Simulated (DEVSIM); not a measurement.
Device: GaN p-n junction from an implanted or diffused profile, at 300 K.

```
layer (left to right)  material  thickness (μm)  Nd (cm⁻³)  τn (s)  τp (s)
---------------------  --------  --------------  ---------  ------  ------
1                           GaN            45.0     9.3e16  7.9e-8  7.9e-8
```

Added acceptor profile: 3.4e18 cm⁻³ × exp(−(x − 0 μm)²/(2·(0.12 μm)²)). Left contact: ohmic. Right contact: ohmic. Voltage is applied to the left contact. Recombination: SRH at mid-gap. Mobility is μmin + (μ − μmin)/(1 + (N/Nref)^α).

The device is made up for the run: typed textbook-type constants, with dimensions and the other settings drawn at random. Values at 300 K.

```
parameter         GaN
-------------  ------
gap (eV)         3.43
affinity (eV)     4.1
permittivity      9.5
Nc (cm⁻³)      2.3e18
Nv (cm⁻³)      4.6e19
μn (cm²/Vs)      1200
μp (cm²/Vs)       100
μn,min             55
μp,min              3
Nref,n           2e17
Nref,p           3e17
αn                  1
αp                  2
```

DEVSIM, 1D drift-diffusion, Boltzmann statistics, complete ionisation; no tunnelling, impact ionisation, image-force lowering or self-heating.

The thickness of layer 1 was swept, all else fixed.

| thickness of layer 1 (μm) | dark forward voltage at 100 A/cm² (V) |
|---|---|
| 9 | 3.179 |
| 16 | 3.185 |
| 27 | 3.194 |
| 45 | 3.208 |
| 76 | 3.234 |
| 140 | 3.285 |
| 220 | 3.348 |

From the first row to the last the dark forward voltage at 100 A/cm² goes from 3.179 to 3.348.
